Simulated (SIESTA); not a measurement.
Band structure of Mo (Im-3m, 1 atom in the cell).

```
CELL_PARAMETERS angstrom
     -1.57500     1.57500     1.57500
      1.57500    -1.57500     1.57500
      1.57500     1.57500    -1.57500
ATOMIC_POSITIONS crystal
  Mo 0.00000 0.00000 0.00000
```

Level of theory: GGA PBE, numerical atomic orbitals DZP, PseudoDojo PBE standard norm-conserving potentials (rewritten from UPF to PSML) (SIESTA).

Settings: XC.functional = GGA; XC.authors = PBE; potentials = PseudoDojo PBE standard; PAO.BasisSize = DZP; PAO.EnergyShift = 0.01 Ry; MeshCutoff = 350 Ry; kgrid.MonkhorstPack = 10 10 10; OccupationFunction = MP; OccupationMPOrder = 0; ElectronicTemperature = 50 meV; MaxSCFIterations = 150; SCF.Mixer.Method = Pulay; SCF.Mixer.Weight = 0.1; SCF.Mixer.History = 6.

The starting cell has typed, rounded lattice constants, without a prior relaxation at this level. Spin polarisation is off. Values carry the incompleteness of an atom-centred basis.

Levels in eV from the Fermi level, bands 4 to 9:
```
point       4      5      6      7      8     9
-----  ------  -----  -----  -----  -----  ----
Γ      -34.79  -7.34  -1.52  -1.52  -1.52  1.47
H      -35.73  -5.59  -5.59   3.83   3.83  3.83
N      -34.78  -5.46  -3.57   1.52   1.63  2.12
P      -35.49  -2.78  -2.78  -2.78   2.25  2.25
```

Bands cross the Fermi level along this path, so the cell is metallic at this level.

Higher empty bands are left out: an atom-centred basis made for the valence describes them poorly.
